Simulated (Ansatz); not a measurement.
Fluorite HfO₂ (high-temperature phase), treated with revPBE (plane waves, PAW; Ansatz, an electronic-structure program).

Numerical settings: plane-wave cutoff 520 eV, 8×8×8 k mesh, scalar-relativistic PAW data made under PBE.

Computed at the level's own relaxed cell.

```
HfO2
1.0
    0.00000     2.56156     2.56156
    2.56156     0.00000     2.56156
    2.56156     2.56156     0.00000
Hf O
1 2
Direct
  0.00000   0.00000   0.00000
  0.25000   0.25000   0.25000
  0.75000   0.75000   0.75000
```

Give the elastic tensor (Voigt notation, GPa, ions relaxed, in the Cartesian axes of the cell as printed).


```
  530.8    88.2    88.2     0.0     0.0     0.0
   88.2   530.8    88.2     0.0     0.0     0.0
   88.2    88.2   530.8     0.0     0.0     0.0
    0.0     0.0     0.0    61.9     0.0     0.0
    0.0     0.0     0.0     0.0    61.9     0.0
    0.0     0.0     0.0     0.0     0.0    61.9
```

Note: symmetry holds this phase in the static calculation, where it need not be a minimum; held by symmetry at 0 K, a high-temperature phase can be a saddle point.

Spin–orbit coupling is not included.

Static lattice: no zero-point or thermal effects.
